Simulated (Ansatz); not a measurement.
Start from NaCl in the rock salt structure (space group Fm-3m, No. 225; a = 5.601 Å).

All numbers come from PBEsol/PAW in Ansatz (a first-principles code), no SOC.

Before the change:

Band gap: 5.01 eV
Width of the top valence band: 0.80 eV
Pressure: 0.01 GPa
Electron mass: 0.39 mₑ (at Γ)

Modification: an isotropic linear strain of −2.00 %; the atoms relax in the strained cell.

**Question.** Predict the new band gap, width of the top valence band, pressure and electron mass.

**Answer.** The band gap grows by 0.24 eV, from 5.01 eV to 5.25 eV; the width of the top valence band grows by 0.087 eV to 0.88 eV; the pressure increases by 1.81 GPa (0.01 GPa → 1.82 GPa); the electron mass becomes 0.38 mₑ (at Γ) (base: 0.39 mₑ (at Γ)).

Effective masses come from finite differences of ±0.01 Å⁻¹. Stability against distortions was not tested.
